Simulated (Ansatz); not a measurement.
**Al2Au: response to strain**

Start from Al2Au (space group Fm-3m, No. 225; a = 6.003 Å; relaxed with 0.1 eV smearing).

Strains are applied to the cell and any free atomic positions relax.

Calculations: DFT with PBEsol, PAW potentials and a 420 eV plane-wave cutoff in Ansatz (a program for electronic structure), no SOC.

Notes on the quantities. energy relative to the base: free energy F.

```tsv
isotropic strain (%)	energy relative to the base (meV/atom)
-3	58.7
-2.5	40.0
-1.5	13.9
-1	6.0
-0.5	1.5
0	0.0
1	?
1.5	12.4
2	21.6
```

**Question.** Fit ΔE = Aε² + Bε³ (ε in %) to the rows shown and predict the withheld row.

**Answer.** Least squares on the printed values gives A = 5.85 and B = -0.22 meV/atom (largest residual 0.1 meV/atom); this predicts 5.6 meV/atom, and the run gives 5.6 meV/atom, in agreement.

Whether these cells are dynamically stable was not tested.
